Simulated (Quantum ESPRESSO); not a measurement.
# Several settings converged on Tc (P-3m1, 2 atoms in the cell)

```
Tc
1.0
    1.36315    -2.36104     0.00000
    1.36315     2.36104     0.00000
    0.00000     0.00000     4.36805
Tc
2
Direct
  0.33333   0.66667   0.26145
  0.66667   0.33333   0.75000
```

Base method: PBEsol, GBRV 1.5 ultrasoft (PBESOL) pseudopotentials (plane waves; Quantum ESPRESSO).

Base settings: ecutwfc = 40 Ry; ecutrho = 320 Ry; occupations = smearing; smearing = gauss; degauss = 0.0073499 Ry; potentials = {Tc: tc_pbesol_v1.uspp.F.UPF}; K_POINTS = automatic 10 10 6 0 0 0; conv_thr = 1e-10 Ry; mixing_beta = 0.5.

The count of work is k-points × plane waves × bands × iterations; it is no time. 

**The k-point mesh at a smearing width of 0.05 eV**

In this ladder: degauss = 0.0036749 Ry.

The second cell is the first with its lattice scaled by 0.98.

Only quantities that move along the ladder and can be compared are tabulated.

| K_POINTS | free energy less the last step's (meV/atom) | energy of the compressed cell less the first (meV/atom) | pressure (GPa) | largest difference of a force vector from the last step's (eV/Å) | count of work / last |
|---|---|---|---|---|---|
| automatic 5 5 3 0 0 0 | -60.78 | 42.55 | -2.62 | 0.250 | 0.013 |
| automatic 7 7 4 0 0 0 | -2.46 | 48.03 | -1.58 | 0.299 | 0.030 |
| automatic 10 10 6 0 0 0 | 1.65 | 48.60 | -1.44 | 0.101 | 0.070 |
| automatic 15 15 8 0 0 0 | 1.87 | 47.91 | -1.59 | 0.039 | 0.19 |
| automatic 22 22 12 0 0 0 | 0.20 | 48.17 | -1.53 | 0.012 | 0.60 |
| automatic 27 27 15 0 0 0 | 0.00 | 48.35 | -1.51 | 0.000 | 1.0 |

Coarsest K_POINTS that holds the forces within 0.02 eV/Å: not settled: the last two steps still differ by 0.012 eV/Å, over half the tolerance, so the ladder does not show it.

Coarsest K_POINTS that holds the free energy within 5 meV/atom of the last step, with all finer ones: automatic 7 7 4 0 0 0, at 0.030 of the last step's count of work; the step before is off by 61 meV/atom.

Coarsest K_POINTS that holds the pressure within 0.5 GPa of the last step, with all finer ones: automatic 7 7 4 0 0 0, at 0.030 of the last step's count of work; the step before is off by 1.1 GPa.

The energy difference between the two cells stays within 1 meV/atom of the last step's from automatic 7 7 4 0 0 0 on, the total only from automatic 22 22 12 0 0 0 on: much of the error is common to both cells and cancels.

**The width of Methfessel-Paxton smearing**

In this ladder: smearing = mp; K_POINTS = automatic 16 16 10 0 0 0.

Narrow widths need finer meshes than wide ones, so the last steps can hold mesh noise.

Only quantities that move along the ladder and can be compared are tabulated; pressure and forces are left out, as mesh noise rules them at narrow widths.

| degauss | free energy less the last step's (meV/atom) |
|---|---|
| 0.073499 Ry | 6.90 |
| 0.036749 Ry | 1.56 |
| 0.02205 Ry | 0.11 |
| 0.0073499 Ry | 0.00 |

Widest degauss that holds the free energy within 0.5 meV/atom of the last step, with all finer ones: 0.02205 Ry; the step before is off by 1.6 meV/atom.

On the base run: the starting cell has typed, rounded lattice constants, without a prior relaxation at this level. Its lattice was rescaled by up to half a per cent. One atom was moved a little off its site on purpose. Spin polarisation is off.

Left out of this page: 2 runs of the series outside the window shown, repeating another row's setting, or not comparable.
